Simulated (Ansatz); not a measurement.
Consider the following.

```
CdSe
1.0
    4.38279     0.00000     0.00000
   -2.19140     3.79561     0.00000
    0.00000     0.00000     7.32607
Cd Se
2 2
Cartesian
  0.00000   2.53041   0.01635
  2.19140   1.26520   3.67938
  0.00000   2.53041   2.73826
  2.19140   1.26520   6.40129
```

No spin polarisation.

All numbers come from PBE in Ansatz (plane waves to 420 eV, PAW, no spin-orbit coupling). Settings: 9×9×5 k-points, 0.05 eV Fermi–Dirac smearing.

Question: Predict the stress (xx, yy, zz, yz, xz, xy; compression positive).

Answer: (-0.66, -0.66, -1.71, 0.00, 0.00, 0.00) GPa.

Question: Predict the valence-band top at Γ (three highest levels, from the VBM).

Answer: 0.00, 0.00, -0.14 eV.

Question: Predict the gap character.

Answer: Direct at Γ.

The cells carry an imposed strain or load. Whether these cells are dynamically stable was not tested. The cell was made from CdSe in the wurtzite structure (space group P6_3mc, No. 186) by this change: uniaxial strain ε_zz = +2.40 %.

Ansatz is an electronic-structure program.
